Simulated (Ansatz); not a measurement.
Here is the system:

```yaml
crystal:
  lattice:
    - [0.00000, 2.70234, 2.70234]
    - [2.70234, 0.00000, 2.70234]
    - [2.70234, 2.70234, 0.00000]
  atoms:
    - { symbol: Zn, position: [0.00000, 0.00000, 0.00000] }
    - { symbol: S, position: [0.25000, 0.25000, 0.25000] }
```

Level of theory: PBEsol with spin-orbit coupling, rigid bands (plane waves, PAW; Ansatz, a quantum-chemistry and plane-wave program). Condition of this run: hydrostatic pressure -2 GPa (the target of the relaxation). Geometry: cell and atoms relaxed with PBEsol, then loaded as said.

### Question
What conductivity effective mass do dilute holes have at 300 K?

### Answer
0.87 mₑ.

### Question
Predict the electron conductivity mass (n e² τ/σ) at 300 K, by direction if it differs.

### Answer
0.174 mₑ.

### Question
And the band gap?

### Answer
1.95 eV at this level; semilocal functionals usually fall short of the measured gap.

Rigid bands, one relaxation time for all states, no polarons.
